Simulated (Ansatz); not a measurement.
The reference is Hf in the hcp (Mg type) structure (space group P6_3/mmc, No. 194; a = 3.117 Å, c = 4.950 Å; relaxed with 0.1 eV smearing). Axes: x lies along a and z along c of the hexagonal cell.

Calculations: Ansatz (a first-principles code) LDA, no spin-orbit coupling.

Strains are applied to the cell and any free atomic positions relax.

One change was made to it. Results:

```tsv
quantity	base	after
energy relative to the base (free energy F)	0 meV/atom	+1.5 meV/atom
shortest interatomic distance	5.783 bohr	5.729 bohr
```

Which of these changes matches the shifts?
A. tensor shear ε_xz = +0.29 %
B. tensor shear ε_xz = +0.57 %
C. tensor shear ε_xz = +1.14 %
D. tensor shear ε_xz = +2.00 %

C, tensor shear ε_xz = +1.14 %. For comparison, the shortest interatomic distance in the other runs: tensor shear ε_xz = +0.57 % gives 5.756 bohr; tensor shear ε_xz = +2.00 % gives 5.692 bohr; tensor shear ε_xz = +0.29 % gives 5.769 bohr.

Stability against distortions was not tested. All final runs are without spin polarisation.
